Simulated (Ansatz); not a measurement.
**ZnS under a change: isotropic strain +0.50 %**

The reference is ZnS in the zinc blende structure (space group F-43m, No. 216; a = 5.443 Å).

Perturbation: every lattice vector is stretched by 0.50 %; the atoms relax in the strained cell.

Computed with Ansatz (a quantum-chemistry and plane-wave program), PBE, PAW, cutoff 420 eV, without spin-orbit coupling. Settings: 10×10×10 k-points, 0.05 eV Fermi–Dirac smearing.

The volume per atom rises by 0.304 Å³ to 20.47 Å³ and the space group is still F-43m (No. 216). The shortest interatomic distance grows by 0.012 Å, from 2.357 Å to 2.369 Å and the energy increases by 1.0 meV/atom. The band gap decreases by 0.064 eV (2.02 eV → 1.95 eV) and the gap character stays direct at Γ. The width of the top valence band drops by 0.06 eV (2.63 eV → 2.57 eV) and the electron mass goes from 0.17 mₑ (at Γ) to 0.16 mₑ (at Γ). The hole mass (degenerate bands, along [100]) becomes 0.18, 0.73, 0.73 mₑ (at Γ) (base: 0.18, 0.72, 0.72 mₑ (at Γ)) and the valley order (the lowest conduction-band minima on the path, energy above the VBM, named in the base's zone) goes from Γ 2.02 eV; L along ⟨111⟩ 3.26 eV; X along ⟨100⟩ 3.45 eV to Γ 1.95 eV; L along ⟨111⟩ 3.23 eV; X along ⟨100⟩ 3.48 eV.

Final structure:

```yaml
crystal:
  lattice:
    - [0.00000, 2.73533, 2.73533]
    - [2.73533, 0.00000, 2.73533]
    - [2.73533, 2.73533, 0.00000]
  atoms:
    - { symbol: Zn, position: [0.00000, 0.00000, 0.00000] }
    - { symbol: S, position: [0.25000, 0.25000, 0.25000] }
```

Cost of the whole job for the changed cell (relaxation, final SCF and bands): around 6 core-seconds (rough).

Effective masses come from finite differences of ±0.01 Å⁻¹. Whether these cells are dynamically stable was not tested.
